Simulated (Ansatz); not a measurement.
The structure below was relaxed with PBE, PAW, 420 eV (Ansatz, an electronic-structure program; no spin-orbit coupling), at pressure 9 GPa.

```
CELL_PARAMETERS angstrom
      0.00000     2.23881     2.23881
      2.23881     0.00000     2.23881
      2.23881     2.23881     0.00000
ATOMIC_POSITIONS crystal
  N  0.75000 0.75000 0.75000
  Ga 0.00000 0.00000 0.00000
```

Find the space group and the Wyckoff positions.

Space group F-43m (No. 216); a = b = c = 4.4776 Å, α = β = γ = 90.00°

```
atom  site  symmetry       x       y       z
----  ----  --------  ------  ------  ------
N       4c      -43m  0.2500  0.2500  0.2500
Ga      4a      -43m  0.0000  0.0000  0.0000
```

Describe the coordination.

The crystal has 8 atoms in its conventional cell. Conventional cell: a = 4.478 Å, b = 4.478 Å, c = 4.478 Å, α = 90.00°, β = 90.00°, γ = 90.00°. N is surrounded by 4 Ga at 1.939 Å (tetrahedral). Ga is surrounded by 4 N at 1.939 Å (tetrahedral). (Neighbours: up to the widest gap in distance over summed covalent radii, below 1.35, at either atom; cation-cation and far metal-metal contacts left out.)

Load acts through the strain it causes; cell and atoms are relaxed under it. Stability against distortions was not tested. Tetrahedral semiconductors of this kind turn to denser phases somewhere between about 1 and 50 GPa; those were not computed, so compressed cells here can lie past the real transition. The cell was made from GaN in the zinc blende structure (space group F-43m, No. 216) by this change: pressure 9 GPa. This is not the structure that GaN has at room temperature and ambient pressure.
